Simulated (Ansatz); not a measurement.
## CaC2, response to strain

The reference is CaC₂ (space group C2/c, No. 15; a cell from a computed database, its experimental status unchecked).

```xyz
6
Lattice="3.2601 -2.0418 0.0000 3.2601 2.0418 0.0000 -2.0192 0.0000 7.0057" Properties=species:S:1:pos:R:3 pbc="T T T"
Ca     1.7457     1.3394     5.2543
Ca     2.7553    -1.3394     1.7514
C      0.7267    -0.5705     3.9286
C      3.7743     0.5705     3.0771
C      2.7647    -0.5705     6.5800
C      1.7363     0.5705     0.4257
```

Cartesian axes are those of the cell as printed.

Strains are applied to the cell and any free atomic positions relax; under biaxial strain the out-of-plane vector relaxes too; under stress the whole cell relaxes.

Computed with PBEsol (Ansatz, a quantum-chemistry and plane-wave program), scalar-relativistic without spin-orbit coupling.

| variant | band gap | shortest interatomic distance |
|---|---|---|
| base | 1.74 eV | 1.258 Å |
| biaxial strain +0.89 %, plane normal [001], relaxed out of plane | 1.70 eV | 1.258 Å |
| isotropic strain −0.29 % | 1.70 eV | 1.257 Å |
| uniaxial stress, 8 GPa tension along x | 2.50 eV | 1.261 Å |

Beyond what the load breaks, stability against distortions was not tested. Under uniaxial stress, 8 GPa tension along x atoms moved by over 0.3 Å (layers or molecules slid or turned), so the response is not a plain elastic one. Under uniaxial stress, 8 GPa tension along x the cell changed shape so far that it is another structure.
